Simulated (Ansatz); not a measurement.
The parent structure is Mg2Sn (space group Fm-3m, No. 225; a = 6.664 Å; relaxed with 0.1 eV smearing). Axes: x, y, z lie along the cube axes.

Calculations: LDA in Ansatz (plane waves to 420 eV, PAW, spin-orbit coupling left out).

Strains are applied to the cell and any free atomic positions relax; under biaxial strain the out-of-plane vector relaxes too.

One change was made to it. Results:

The volume per atom grows by 0.92 Å³, from 24.66 Å³ to 25.58 Å³; the energy grows by 9.2 meV/atom; the pressure (mean of the normal stresses, compression positive) goes from zero to -1.5 GPa.

Question: Name the change that was made.
(A) biaxial strain +2.08 %, plane normal [111], relaxed out of plane
(B) biaxial strain +2.50 %, plane normal [111], relaxed out of plane
(C) biaxial strain −2.50 %, plane normal [111], relaxed out of plane

Answer: B, biaxial strain +2.50 %, plane normal [111], relaxed out of plane. For comparison, the energy relative to the base in the other runs: biaxial strain +2.08 %, plane normal [111], relaxed out of plane gives +6.4 meV/atom; biaxial strain −2.50 %, plane normal [111], relaxed out of plane gives +11 meV/atom.

Stability against distortions was not tested.

Ansatz is a program for electronic structure.
